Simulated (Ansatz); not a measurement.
## Ansatz run on Li₂HfO₃ (Cm, 6 atoms in the cell): self-consistent single point

Method of the run: PBEsol, default PAW files made with PBE (plane waves; Ansatz, a program for electronic structure).

The input file:

Ansatz 0.2 input:
```yaml
crystal:
  lattice:
    - [4.806183, -2.090086, 0.000000]
    - [4.806183, 2.090086, 0.000000]
    - [-0.068967, 0.000000, 3.197582]
  atoms:
    - { symbol: Li, position_ang: [6.277363, -0.000000, 1.671782] }
    - { symbol: Li, position_ang: [3.266034, -0.000000, 1.575800] }
    - { symbol: Hf, position_ang: [0.000000, 0.000000, 0.000000] }
    - { symbol: O, position_ang: [8.230488, -0.000000, 1.568958] }
    - { symbol: O, position_ang: [1.312911, -0.000000, 1.628624] }
    - { symbol: O, position_ang: [4.806183, 0.000000, 0.000000] }
basis:
  ecutwfc: 30.9 Ry
kpoints:
  mp_grid:
    grid: [7, 7, 8]
hamiltonian:
  xc: pbesol
  pseudopotentials:
    kind: paw
scf:
  occupations:
    method: fermi_dirac
    width: 0.0015 Ry
output:
  forces: true
  eigenvalues: true
  stress: true
```

Log, with long lists cut:

```
WARN ansatz: RAYON_NUM_THREADS=1 ignored (pool sized by the plan → 1); use --threads N
Pseudopotentials: kind: paw
Pseudopotential: Li, paw, valence charge 3
Pseudopotential: Hf, paw, valence charge 26
Pseudopotential: O, paw, valence charge 6
Crystal: 6 atoms, lattice volume = 64.242 Å³
Basis set: ecut = 420.4159175005146 eV, 1243 PW (Γ), exchange–correlation on 72×72×48 points (8 copies of the dense FFT grid, shifted against one another)
Bands: 31, of which v1, the nominal top of the filled ones, is band 25 counted from 1 (24 counted from 0)
Symmetry: 2 space group operations
Space group: Cm (ITA 8), of the structure as read, at distance tolerance 4.0e-5 Å
k-points: 116 of 392 (time reversal used)
PAW frozen core: Hf, regenerated for the run's functional, and the local potential with it
PAW frozen core: O, regenerated for the run's functional, and the local potential with it
Initial density: superposition of atomic densities (neutral atoms: chi_scale 0, normalization atom), corrected by the library's trained network
Initial wavefunctions: pseudopotential atomic-orbital guess
Eigensolver: davidson
Functional: x = pbesol(κ = 0.804, μ = 0.12345679012345678), c = pbesol(β = 0.046)
SCF iter   1: F=—  HF=-17695.857874 eV  |F-HF|=—  |Δ(HF+E_count)|=         —  Δρ=1.62e-2  dr2=1.51e-1  ethr=1.77e-3  ⟨swp⟩=6.2  Hψ=13241  notcnv=0
all-band conjugate gradients solve this SCF's bands
preconditioner: auto → Resta (q_TF=auto, 2.617 Å⁻¹)
SCF iter   2: F=—  HF=-17695.820461 eV  |F-HF|=—  |Δ(HF+E_count)|=   3.74e-2  Δρ=3.43e-3  dr2=3.46e-3  ethr=3.01e-4  ⟨swp⟩=2.0  Hψ=6266  notcnv=0  defer=204
SCF iter   3: F=—  HF=-17695.819434 eV  |F-HF|=—  |Δ(HF+E_count)|=   1.03e-3  Δρ=1.20e-3  dr2=6.78e-4  ethr=6.92e-6  ⟨swp⟩=2.0  Hψ=6058  notcnv=0  defer=204
SCF iter   4: F=—  HF=-17695.819388 eV  |F-HF|=—  |Δ(HF+E_count)|=   4.63e-5  Δρ=4.48e-4  dr2=9.55e-5  ethr=1.36e-6  ⟨swp⟩=2.0  Hψ=6116  notcnv=0  defer=204
SCF iter   5: F=—  HF=-17695.819349 eV  |F-HF|=—  |Δ(HF+E_count)|=   3.90e-5  Δρ=1.30e-4  dr2=1.11e-5  ethr=1.91e-7  ⟨swp⟩=3.0  Hψ=6876  notcnv=0  defer=204
SCF iter   6: F=—  HF=-17695.819417 eV  |F-HF|=—  |Δ(HF+E_count)|=   6.85e-5  Δρ=3.85e-5  dr2=9.65e-7  ethr=2.23e-8  ⟨swp⟩=2.0  Hψ=6125  notcnv=0  defer=204
SCF iter   7: F=—  HF=-17695.819417 eV  |F-HF|=—  |Δ(HF+E_count)|=   2.72e-7  Δρ=3.01e-5  dr2=5.01e-7  ethr=2.00e-10  ⟨swp⟩=9.4  Hψ=16532  notcnv=0
SCF iter   8: F=-17695.819417 eV  HF=-17695.819417 eV  |F-HF|=4.67e-9  |Δ(HF+E_count)|=   4.16e-8  Δρ=5.62e-6  dr2=1.97e-8  ethr=2.00e-10  ⟨swp⟩=3.1  Hψ=14457  notcnv=0
SCF 1 converged in 8 iterations: F = -17695.819417 eV  dr2 = 1.97e-8
SCF converged after 8 iterations
Free energy (F): -17695.819417 eV
Harris-Foulkes:  -17695.819417 eV  (|F-HF|=4.67e-9)
Internal energy: -17695.819417 eV  (E = F + TS)
E sigma→0 (E₀):  -17695.819417 eV
Fermi energy:    10.097723 eV
--- Per-component energies (eV) ---
  E_band       = -321.366765
  E_kinetic    = 992.059557
  E_local      = -8385.444736  (includes V_loc(G=0)·N_el)
  E_nonlocal   = -1158.202755
  E_hartree    = 3758.595199
  E_xc         = -539.190971
  E_vxc        = -576.246063  (∫ρ·V_xc dr)
  E_paw        = -7303.890472  (= ΣΔE_a)
  E_vpaw       = 1289.274481  (= ΣTr[D̂ρ^β])
  E_aug_tail   = 0.007461  (compensation charges beyond the density's cutoff)
  E_ewald      = -5061.109657
  E_core_change = 1.356955  (= ΣΔE_core)
  E_smearing   = -0.000000  (= −TS)
  E_closure    = -0.000000  (closes the sum)
  Σ components = -17695.819417   (vs F -17695.819417, Δ=0.00e0)
--- Forces (eV/Å), atoms counted from 1 ---
  atom   1  Li     0.02944091    -0.00000000    -0.09093774
  atom   2  Li    -0.02392796     0.00000000    -0.00518876
  atom   3  Hf     0.00035004    -0.00000000     0.03827318
  atom   4  O     -0.05504835    -0.00000000     0.01723337
  atom   5  O      0.05137733     0.00000000     0.04912924
  atom   6  O     -0.00219293    -0.00000000    -0.00850584
  max |Σ_I F_I| component: 3.44e-6 eV/Å
--- Stress (GPa, compression-positive) ---
       -2.171567       0.000000       0.051697
        0.000000      -2.274546       0.000000
        0.051697       0.000000      -2.011265
  P = ⅓ Tr σ = -2.1525 GPa (-21.525 kbar)
  The stress holds the Pulay correction. Without it, at fixed plane waves, as pw.x and ABINIT print it: P = -2.7946 GPa
--- Band table (eV; the first three rows and the last of 116) ---
  k-point 0: bands = ["-51.7096", "-34.1104", "-34.0801", "-20.6470", "-20.5372", "-20.2563", "-8.7141", "-8.0772", "-7.1419", "-1.5859", "-1.5609", "-1.5570", "-1.5493", "-1.5205", "-1.4984", "-1.4707", "3.8719", "5.2816", "5.3915", "5.9404", [...]
  k-point 1: bands = ["-51.7063", "-34.1097", "-34.0795", "-20.6234", "-20.5304", "-20.3583", "-8.5865", "-8.0096", "-7.2547", "-1.5844", "-1.5603", "-1.5510", "-1.5455", "-1.5243", "-1.5074", "-1.4810", "4.1188", "5.3733", "5.5046", "5.9240", [...]
  k-point 2: bands = ["-51.6985", "-34.1080", "-34.0779", "-20.5945", "-20.5658", "-20.5139", "-8.3518", "-7.7765", "-7.5217", "-1.5814", "-1.5600", "-1.5356", "-1.5338", "-1.5334", "-1.5252", "-1.5019", "4.7158", "5.5428", "5.6505", "5.8029", [...]
  k-point 115: bands = ["-51.6873", "-34.0995", "-34.0815", "-20.9071", "-20.5145", "-20.4831", "-8.0868", "-8.0037", "-7.0955", "-1.5674", "-1.5613", "-1.5490", "-1.5446", "-1.5209", "-1.5155", "-1.4833", "4.5812", "4.9245", "5.3618", "5.9587", [...]
```

The run converged in 8 iterations.

The starting cell comes from a database of computed structures (which also holds hypothetical and non-ambient phases and stackings), without a prior relaxation at this level. Its lattice was rescaled by up to half a per cent. One atom was moved a little off its site on purpose. Spin-orbit coupling is off. Ansatz's pressure includes its estimate of the finite-basis (Pulay) stress. Without the estimate this run gives -2.79 GPa.
